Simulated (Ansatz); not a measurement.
The reference is SrZrO3 in the cubic perovskite structure (space group Pm-3m, No. 221; a = 4.130 Å). Axes: x, y, z lie along the cube axes.

One thing is altered: biaxial strain +4.69 %, plane normal [001], relaxed out of plane (Cartesian); in-plane vectors clamped, the third vector and the atoms free.

Levels (all Ansatz, a first-principles code, PAW): PBEsol (420 eV, no SOC); HSE06 (420 eV, scalar-relativistic without spin-orbit coupling).

The geometry is relaxed with PBEsol.

PBEsol band gap: 2.98 eV

Question: Predict the band gap from HSE06.

Answer: The band gap rises by 1.57 eV, from 2.98 eV to 4.55 eV.

Single points use the geometry relaxed with PBEsol. HSE06 gaps are upper bounds (no full band path). Stability against distortions was not tested. Many cubic perovskites are stable only at high temperature; tilts and polar distortions were not tested.
